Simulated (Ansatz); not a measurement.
# A computed series for Zr: alloy series

The parent structure is Zr in the hcp (Mg type) structure (space group P6_3/mmc, No. 194; a = 3.231 Å, c = 5.173 Å).

The other end (x = 1) is Hf in the hcp (Mg type) structure (space group P6_3/mmc, No. 194): 22.54 Å³/atom, gap zero.

Hf replaces a fraction x of Zr; each row is one arrangement (x, atoms in the cell, starting space group or random), fully relaxed.

Level of theory: Ansatz (an electronic-structure program) PBE, scalar-relativistic without spin-orbit coupling.

Candidates:
(a) x(Hf) = 0.667, 6 atoms, C2/m
(b) x(Hf) = 0.375, 8 atoms, Pmm2
(c) x(Hf) = 0.375, 8 atoms, Amm2

For the base:

```
Item                            Result
-----------------------------  -------
Shortest interatomic distance  3.189 Å
```

### Question
Order them by shortest interatomic distance, highest first.

### Answer
(c) x(Hf) = 0.375, 8 atoms, Amm2 (3.163 Å), (b) x(Hf) = 0.375, 8 atoms, Pmm2 (3.157 Å), (a) x(Hf) = 0.667, 6 atoms, C2/m (3.125 Å)

These are small ordered cells, not random alloys; other orderings at the same x differ. No phonon test of stability was made. All final runs are without spin polarisation.
